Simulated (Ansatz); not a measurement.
Consider CdS in the wurtzite structure (space group P6_3mc, No. 186; a = 4.1636 Å, c = 6.7672 Å). Axes: x lies along a and z along c of the hexagonal cell.

Computed with Kohn–Sham DFT with the r2SCAN functional, run in Ansatz (a first-principles code) with PAW and 500 eV plane waves, spin-orbit coupling left out.

Before the change:

| Property | Value |
|---|---|
| Pressure | 0.00 GPa |
| Band gap | 1.63 eV |
| Electron mass | 0.15 mₑ along c, 0.16 mₑ across (at Γ) |

Modification: uniaxial strain ε_zz = +4.18 %, all other strain components held at zero, atoms relaxed at fixed cell.

How does this affect the pressure?

The pressure (mean of the normal stresses, compression positive) goes from zero to -2.30 GPa.

Predict the new band gap.

The band gap drops by 0.19 eV, from 1.63 eV to 1.44 eV.

Estimate the effect on the electron mass.

The electron mass goes from 0.15 mₑ along c, 0.16 mₑ across (at Γ) to 0.14 mₑ along z, 0.16 mₑ across (at Γ).

Masses are band curvatures over ±0.01 Å⁻¹ around the edge. No phonon test of stability was made.
